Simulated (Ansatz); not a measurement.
A computed series for GaS: response to strain

Base system: GaS in the beta-GaS type structure (space group P6_3/mmc, No. 194; a = 3.534 Å, c = 15.041 Å; layered, stacked along the Cartesian z axis). Axes: x lies along a and z along c of the hexagonal cell.

Strains are applied to the cell and any free atomic positions relax; under biaxial strain the out-of-plane vector relaxes too.

Levels (all Ansatz, a first-principles code, PAW, earlier PAW set): PBEsol-D3(BJ) (420 eV, no spin-orbit coupling); HSE06 (420 eV, scalar-relativistic without spin-orbit coupling); PBEsol+SOC (420 eV, spin-orbit coupling included).

Band gaps by level, all at the geometries relaxed with PBEsol-D3(BJ):

| case | PBEsol-D3(BJ) | HSE06 | PBEsol+SOC |
|---|---|---|---|
| base | 1.29 eV | 2.09 eV | 1.29 eV |
| biaxial strain +0.85 %, plane normal [001], relaxed out of plane | 1.23 eV | 2.03 eV | 1.23 eV |
| isotropic strain −1.95 % | 1.07 eV | 1.83 eV | 1.07 eV |
| tensor shear ε_xz = +1.55 % | 1.28 eV | 2.08 eV | 1.28 eV |

Single points use the geometry relaxed with PBEsol-D3(BJ). HSE06 was sampled on its mesh, a few special points and the semilocal edge points, so its gap is an upper bound. The spin-orbit shifts are approximate. No phonon test of stability was made.
